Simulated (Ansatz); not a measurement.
## What isotropic strain +2.00 % does to Be

Start from Be in the hcp (Mg type) structure (space group P6_3/mmc, No. 194; a = 2.255 Å, c = 3.558 Å; relaxed with 0.1 eV smearing).

Perturbation: the cell is scaled by 1.0200 in all directions; the atoms relax in the strained cell.

All numbers come from PBEsol (Ansatz, an electronic-structure program; PAW; 420 eV plane waves; spin-orbit coupling left out). k-mesh 29×29×16 (Γ-centred); smearing 0.1 eV (Fermi–Dirac).

```json
[
 {"quantity": "space group", "base": "P6_3/mmc (No. 194)", "changed": "P6_3/mmc (No. 194)", "shift": "–"},
 {"quantity": "shortest interatomic distance", "base": "2.205 Å", "changed": "2.249 Å", "shift": "+0.044 Å"},
 {"quantity": "energy relative to the base (free energy F)", "base": "0 meV/atom", "changed": "+10 meV/atom", "shift": "+10 meV/atom"},
 {"quantity": "pressure (mean of the normal stresses, compression positive)", "base": "0.0 GPa", "changed": "-6.7 GPa", "shift": "-6.7 GPa"},
 {"quantity": "band gap", "base": "zero", "changed": "zero", "shift": "–"}
]
```

Whether these cells are dynamically stable was not tested.
